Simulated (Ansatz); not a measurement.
# Effect of isotropic strain −3.00 % on Ru

The reference is Ru in the hcp (Mg type) structure (space group P6_3/mmc, No. 194; a = 2.6919 Å, c = 4.2457 Å).

The change: every lattice vector is shortened by 3.00 %; the atoms relax in the strained cell.

All numbers come from PBEsol/PAW in Ansatz (a first-principles code), no SOC. k-mesh 20×20×11 (Γ-centred); smearing 0.05 eV (Fermi–Dirac).

The volume per atom drops by 1.16 Å³ (13.32 Å³ → 12.16 Å³) and the space group is still P6_3/mmc (No. 194). The shortest interatomic distance shrinks by 0.079 Å to 2.552 Å and the energy goes up by 131 meV/atom. The pressure (mean of the normal stresses, compression positive) goes from zero to 39.5 GPa and the band gap stays zero.

Final structure:

```
Ru
1.0
    2.61112     0.00000     0.00000
   -1.30556     2.26130     0.00000
    0.00000     0.00000     4.11829
Ru
2
Direct
  0.33333   0.66667   0.75000
  0.66667   0.33333   0.25000
```

Stability against distortions was not tested. All final runs are without spin polarisation.
